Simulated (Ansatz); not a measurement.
Defect migration in diamond: interstitial Be, charge state +2. Method: PBE, PAW (plane waves to 420 eV; Ansatz, a first-principles code).

Cell of 64 host sites held at the relaxed PBE lattice; a 2×2×2 k-point mesh shifted by half a step; Fermi-Dirac width 0.01 eV, spin-restricted; finite-size errors left in. Static, classical nuclei. The host's phase is taken as given; its stability against other phases was not computed. The charge state is imposed; whether it is stable for some Fermi level was not computed. Sites that were not tried may lie lower.

The only route run: a direct jump of one Be atom; the atom moves 1.55 Å along (-0.25, 0.25, -0.25) of the unit cell; the moving atom starts with neighbours 4 C at 1.63, 6 C at 1.85 Å and ends with 4 C at 1.63, 6 C at 1.85 Å. Its barrier is 1.35 eV. The saddle point's order was not checked, and it lies on a symmetry element of the cell, where a band can be held. The defect has 4 equivalent sites to jump to, 1.54 Å away. Attempt frequency: take 10 THz as a typical guess.

### Question
Estimate the defect's diffusion coefficient at 800 K, how far it wanders in 1 min, and how much an error of 0.1 eV in the barrier would matter.

### Answer
kT = 0.0689 eV, so each jump happens at Γ = ν exp(−E/kT) = 1.0e13 × exp(−19.58) ≈ 3.1e+04 s⁻¹. For uncorrelated jumps in a cubic host D = z λ² Γ / 6 = 4 × (1.54e-8 cm)² × 3.1e+04 / 6 ≈ 4.9e-12 cm²/s. The root-mean-square distance is √(6Dt) ≈ 400 nm. An error of 0.1 eV changes D by a factor exp(0.1/kT) ≈ 4.3, and the distance by its square root. This is the isolated defect's own diffusivity; trapping, its concentration and zero-point motion are left out.
